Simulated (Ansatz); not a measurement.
Start from YN in the rock salt structure (space group Fm-3m, No. 225; a = 4.8957 Å). Axes: x, y, z lie along the cube axes.

The values are results of DFT with r2SCAN, PAW potentials and a 500 eV plane-wave cutoff in Ansatz (a quantum-chemistry and plane-wave program), no spin-orbit coupling, not measurements.

Strains are applied to the cell and any free atomic positions relax.

One change was made to it. Results:

The band gap rises by 0.03 eV, from 0.58 eV to 0.61 eV; the energy goes up by 2.1 meV/atom.

Question: Which of these changes matches the shifts?
(A) strain tensor (xx, yy, zz, yz, xz, xy) = (−1.58, +0.49, −0.03, +0.64, +1.53, −0.11) %
(B) strain tensor (xx, yy, zz, yz, xz, xy) = (−1.09, −0.53, +1.04, −0.66, −1.16, +1.78) %
(C) isotropic strain +0.55 %
(D) isotropic strain −3.72 %
(E) isotropic strain +0.86 %

Answer: C, isotropic strain +0.55 %. For comparison, the energy relative to the base in the other runs: isotropic strain −3.72 % gives +109 meV/atom; isotropic strain +0.86 % gives +5.0 meV/atom; strain tensor (xx, yy, zz, yz, xz, xy) = (−1.58, +0.49, −0.03, +0.64, +1.53, −0.11) % gives +11 meV/atom; strain tensor (xx, yy, zz, yz, xz, xy) = (−1.09, −0.53, +1.04, −0.66, −1.16, +1.78) % gives +16 meV/atom.

Stability against distortions was not tested.
